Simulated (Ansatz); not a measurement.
Base system: SiO₂ (space group P3_221, No. 154; a = 4.866 Å, c = 5.365 Å). Axes: x lies along a and z along c of the hexagonal cell.

Level of theory: LDA (Ansatz, a quantum-chemistry and plane-wave program, PAW, without spin-orbit coupling).

For the base:

The width of the top valence band comes out as 0.58 eV and the pressure is 0.00 GPa. The band gap is 5.83 eV.

Perturbation: biaxial strain +1.50 %, plane normal [001], relaxed out of plane (Cartesian); in-plane vectors clamped, the third vector and the atoms free.

**Question.** What does the calculation give for the width of the top valence band, pressure, out-of-plane strain and band gap after the change?

**Answer.** The width of the top valence band grows by 0.03 eV, from 0.58 eV to 0.61 eV; the pressure (mean of the normal stresses, compression positive) goes from zero to -0.79 GPa; the out-of-plane strain is -0.29 %; the band gap shrinks by 0.095 eV (5.83 eV → 5.73 eV).

Whether these cells are dynamically stable was not tested.
